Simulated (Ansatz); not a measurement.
The reference is Ga₂O₃ (space group C2/m, No. 12).

```yaml
crystal:
  lattice:
    - [6.13912, -1.52368, 0.00000]
    - [6.13912, 1.52368, 0.00000]
    - [-1.37772, 0.00000, 5.64451]
  atoms:
    - { symbol: Ga, position: [0.09046, 0.09046, 0.79527] }
    - { symbol: Ga, position: [0.90954, 0.90954, 0.20473] }
    - { symbol: Ga, position: [0.65876, 0.65876, 0.31444] }
    - { symbol: Ga, position: [0.34124, 0.34124, 0.68556] }
    - { symbol: O, position: [0.16524, 0.16524, 0.10946] }
    - { symbol: O, position: [0.83476, 0.83476, 0.89054] }
    - { symbol: O, position: [0.17323, 0.17323, 0.56278] }
    - { symbol: O, position: [0.82677, 0.82677, 0.43722] }
    - { symbol: O, position: [0.49625, 0.49625, 0.25596] }
    - { symbol: O, position: [0.50375, 0.50375, 0.74404] }
```

Cartesian axes are those of the cell as printed.

Structures relaxed with Ansatz (a program for electronic structure), PBEsol, PAW, cutoff 420 eV, without spin-orbit coupling, earlier PAW set.

Base:

Simulated powder pattern, Co Kα, λ = 1.79026 Å (kinematic, ideal powder, no thermal factors, no anomalous dispersion; the 8 strongest lines at most, above 2 %, up to 2θ = 90°):

```json
[
 {"2θ (°)": "34.94", "I/Imax (%)": "44", "hkl": "(400)"},
 {"2θ (°)": "35.45", "I/Imax (%)": "54", "hkl": "(4 0 -1)"},
 {"2θ (°)": "36.98", "I/Imax (%)": "92", "hkl": "(002)"},
 {"2θ (°)": "41.01", "I/Imax (%)": "100", "hkl": "(111)"},
 {"2θ (°)": "43.59", "I/Imax (%)": "35", "hkl": "(401)"},
 {"2θ (°)": "44.80", "I/Imax (%)": "57", "hkl": "(3 1 -1)"},
 {"2θ (°)": "76.56", "I/Imax (%)": "34", "hkl": "(7 1 -2)"},
 {"2θ (°)": "76.60", "I/Imax (%)": "34", "hkl": "(512)"}
]
```

One thing is altered: the symmetric strain tensor [-0.0195 -0.0002 -0.0022; -0.0002 0.0062 0.0104; -0.0022 0.0104 0.0048]; the atoms relax in the strained cell.

Task: Where do the lines fall after the change?

Result: 
Simulated powder pattern, Co Kα, λ = 1.79026 Å (kinematic, ideal powder, no thermal factors, no anomalous dispersion; the 8 strongest lines at most, above 2 %, up to 2θ = 90°):

```json
[
 {"2θ (°)": "35.64", "I/Imax (%)": "80", "hkl": "(400)"},
 {"2θ (°)": "36.06", "I/Imax (%)": "91", "hkl": "(4 0 -1)"},
 {"2θ (°)": "36.81", "I/Imax (%)": "100", "hkl": "(002)"},
 {"2θ (°)": "36.93", "I/Imax (%)": "66", "hkl": "(2 0 -2)"},
 {"2θ (°)": "40.47", "I/Imax (%)": "94", "hkl": "(111)"},
 {"2θ (°)": "41.21", "I/Imax (%)": "90", "hkl": "(1 -1 1)"},
 {"2θ (°)": "44.17", "I/Imax (%)": "59", "hkl": "(401)"},
 {"2θ (°)": "45.10", "I/Imax (%)": "52", "hkl": "(3 1 -1)"}
]
```

The indices refer to the base's conventional cell; one index is shown for lines that coincide. The space group is now P-1 (No. 2).

Whether these cells are dynamically stable was not tested.
